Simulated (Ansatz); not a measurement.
Base system: Al in the fcc (Cu type) structure (space group Fm-3m, No. 225; relaxed with 0.1 eV smearing).

```xyz
1
Lattice="0.0000 2.0204 2.0204 2.0204 0.0000 2.0204 2.0204 2.0204 0.0000" Properties=species:S:1:pos:R:3 pbc="T T T"
Al     0.0000     0.0000     0.0000
```

The values are results of PBE (Ansatz, a quantum-chemistry and plane-wave program, PAW, no spin-orbit coupling), earlier PAW set, not measurements.

Base values:

| Property | Value |
|---|---|
| Pressure | 0.0 GPa |

Modification: every lattice vector is shortened by 3.26 %, atoms relaxed at fixed cell.

Problem. Estimate the effect on the pressure.

Solution. The pressure goes from zero to 9.7 GPa.

Problem. What happens to the energy relative to the base?

Solution. The energy increases by 43 meV/atom.

The cells carry an imposed strain or load. No phonon test of stability was made.
